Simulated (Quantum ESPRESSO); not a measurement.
Worked example: self-consistent single point of Nb2AsC (P6_3/mmc, 8 atoms in the cell) in Quantum ESPRESSO.

Computed with LDA (PZ), GBRV 1.5 ultrasoft (LDA) pseudopotentials (plane waves; Quantum ESPRESSO 7.5).

The change in words: lattice scaled by 0.98. Reference geometry:
```
Nb2AsC
1.0
    3.37738     0.00000     0.00000
   -1.68869     2.92490     0.00000
    0.00000     0.00000    12.00355
Nb As C
4 2 2
Direct
  0.33333   0.66667   0.40533
  0.66667   0.33333   0.59467
  0.66667   0.33333   0.90533
  0.33333   0.66667   0.09467
  0.66667   0.33333   0.25000
  0.33333   0.66667   0.75000
  0.00000   0.00000   0.50000
  0.00000   0.00000   0.00000
```

Reference input (self-consistent single point, DFT, LDA (PZ), plane waves, GBRV 1.5 ultrasoft (LDA) pseudopotentials): ecutwfc = 40 Ry; ecutrho = 320 Ry; occupations = smearing; smearing = gauss; degauss = 0.0147 Ry; potentials = {Nb: nb_lda_v1.uspp.F.UPF, As: as_lda_v1.uspp.F.UPF, C: c_lda_v1.2.uspp.F.UPF}; K_POINTS = automatic 7 7 2 0 0 0; conv_thr = 1e-10 Ry. This run's input differs from it in these lines:

```diff
@@ -10,4 +10,4 @@
    ibrav = 4
-   celldm(1) = 6.3823294593
-   celldm(3) = 3.554098224989
+   celldm(1) = 6.2546825489
+   celldm(3) = 3.554098419620
    nat = 8
@@ -28,9 +28,9 @@
 ATOMIC_POSITIONS bohr
-Nb    0.0000000000    3.6848396314    9.1942729806
-Nb    3.1911647297    1.8424198157   13.4891528221
-Nb    3.1911647297    1.8424198157   20.5359858820
-Nb    0.0000000000    3.6848396314    2.1474399207
-As    3.1911647297    1.8424198157    5.6708564507
-As    0.0000000000    3.6848396314   17.0125693520
-C     0.0000000000    0.0000000000   11.3417129014
+Nb    0.0000000000    3.6111426533    9.0103875516
+Nb    3.1273412744    1.8055713266   13.2193698106
+Nb    3.1273412744    1.8055713266   20.1252662328
+Nb    0.0000000000    3.6111426533    2.1044911295
+As    3.1273412744    1.8055713266    5.5574393406
+As    0.0000000000    3.6111426533   16.6723180217
+C     0.0000000000    0.0000000000   11.1148786811
 C     0.0000000000    0.0000000000    0.0000000000
```

The program printed (abridged):

```
     Self-consistent Calculation

     iteration #  1     ecut=    40.00 Ry     beta= 0.70

     total energy              =    -574.10609981 Ry
     estimated scf accuracy    <       2.58001865 Ry

     iteration #  2     ecut=    40.00 Ry     beta= 0.70

     total energy              =    -574.43696829 Ry
     estimated scf accuracy    <       5.80491702 Ry

     iteration #  3     ecut=    40.00 Ry     beta= 0.70

     total energy              =    -575.43082322 Ry
     estimated scf accuracy    <       0.25500655 Ry

   [... 8 blocks of this kind left out ...]

     iteration # 12     ecut=    40.00 Ry     beta= 0.70

     total energy              =    -575.47994226 Ry
     estimated scf accuracy    <          1.1E-09 Ry

     iteration # 13     ecut=    40.00 Ry     beta= 0.70
     End of self-consistent calculation

     the Fermi energy is    16.6663 ev

!    total energy              =    -575.47994226 Ry
     estimated scf accuracy    <          5.4E-11 Ry
     smearing contrib. (-TS)   =      -0.00294748 Ry
     internal energy E=F+TS    =    -575.47699478 Ry

     convergence has been achieved in  13 iterations

     Forces acting on atoms (cartesian axes, Ry/au):

     atom    1 type  1   force =    -0.00000000   -0.00000000    0.00753400
     atom    2 type  1   force =     0.00000000    0.00000000   -0.00753400
     atom    3 type  1   force =    -0.00000000    0.00000000    0.00753400
     atom    4 type  1   force =     0.00000000   -0.00000000   -0.00753400
     atom    5 type  2   force =     0.00000000    0.00000000    0.00000000
   [... lines left out ...]

     Total force =     0.015068     Total SCF correction =     0.000031

          total   stress  (Ry/bohr**3)                   (kbar)     P=      -23.42
  -0.00021547   0.00000000   0.00000000          -31.70        0.00        0.00
   0.00000000  -0.00021547   0.00000000            0.00      -31.70        0.00
   0.00000000   0.00000000  -0.00004677            0.00        0.00       -6.88

   JOB DONE.
```

The run converged in 13 iterations. Against the reference run the free energy goes down by 47.5 meV/atom, the pressure goes from -14.76 to -2.34 GPa and the largest force goes from 0.560 to 0.194 eV/Å.

The starting cell comes from a database of computed structures (which also holds hypothetical and non-ambient phases and stackings), without a prior relaxation at this level. Its lattice was rescaled by a random factor within 2.5 % of one. For this run, on top of that: lattice scaled by 0.98. Spin polarisation is off.

Cost on one core of a shared machine: roughly 2 min.
